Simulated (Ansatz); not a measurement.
Data:

```xyz
2
Lattice="0.0000 2.0214 4.2653 1.2479 0.0000 4.2653 1.2479 2.0214 0.0000" Properties=species:S:1:pos:R:3 pbc="T T T"
Co     1.2479     2.0214     1.1371
Co     1.2479     2.0214     7.3935
```

Spin-polarised, with starting moments of sign Co+ Co+.

The values are results of DFT with PBEsol-D3(BJ), PAW potentials and a 420 eV plane-wave cutoff in Ansatz (an electronic-structure program), no SOC, not measurements. k-mesh 18×18×18 (Γ-centred); smearing 0.05 eV (Fermi–Dirac).

Q: Predict the band gap.

A: Zero.

Q: Predict the largest site moment.

A: 1.68 μB.

Q: What is the computed space group?

A: Fmmm (No. 69).

The magnetic state is the one reached from the starting moments; the real material's order can differ, and small cells can't hold many antiferromagnetic ones. Whether these cells are dynamically stable was not tested. The cell was made from P by this change: P → Co; the result is a hypothetical phase, not in the database extracts checked. The program warned that a D3 coordination switch lies within reach, so dispersion energies are less smooth here.
